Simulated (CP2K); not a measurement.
Band structure of Cu3N (Pm-3m, 4 atoms in the cell).

```yaml
crystal:
  lattice:
    - [3.74986, 0.00000, 0.00000]
    - [0.00000, 3.74986, 0.00000]
    - [0.00000, 0.00000, 3.74986]
  atoms:
    - { symbol: Cu, position: [0.00000, 0.00000, 0.50000] }
    - { symbol: Cu, position: [0.50000, 0.00000, 0.00000] }
    - { symbol: Cu, position: [0.00000, 0.50000, 0.00000] }
    - { symbol: N, position: [0.00000, 0.00000, 0.00000] }
```

Method: PBE, GPW, DZVP-MOLOPT-SR-GTH basis, GTH-PBE potentials (GTH_POTENTIALS) in CP2K.

Settings: CUTOFF = 600 Ry; REL_CUTOFF = 40 Ry; SMEAR/METHOD = FERMI_DIRAC; ELECTRONIC_TEMPERATURE = 1578.21 K; KPOINTS/SCHEME = MONKHORST-PACK 6 6 6; GAMMA_CENTERED = T; XC_FUNCTIONAL = PBE; Cu/BASIS_SET = DZVP-MOLOPT-SR-GTH-q11; Cu/POTENTIAL = GTH-PBE-q11; N/BASIS_SET = DZVP-MOLOPT-SR-GTH-q5; N/POTENTIAL = GTH-PBE-q5; METHOD = GPW; EPS_DEFAULT = 1e-10; EXTRAPOLATION = USE_GUESS.

The starting cell comes from a database of computed structures (which also holds hypothetical and non-ambient phases and stackings), without a prior relaxation at this level. Its lattice was rescaled by a random factor within 2.5 % of one. Spin polarisation is off. Values carry the incompleteness of an atom-centred basis. The run gives no clean gap (levels at the Fermi energy touch, overlap or are partly filled at this smearing), which alone does not show that the compound is a metal.

Levels in eV from the Fermi level, bands 16 to 21:
```tsv
point	16	17	18	19	20	21
Γ	-2.25	-2.25	-2.25	-1.90	1.04	5.68
X	-2.34	-2.25	-1.77	-1.77	1.62	3.39
M	-2.31	-1.28	-1.28	-0.98	0.03	4.08
R	-2.13	-0.11	-0.11	-0.11	0.64	0.64
```

No band crosses the Fermi level by more than 0.03 eV along this path.

Higher empty bands are left out: an atom-centred basis made for the valence describes them poorly.
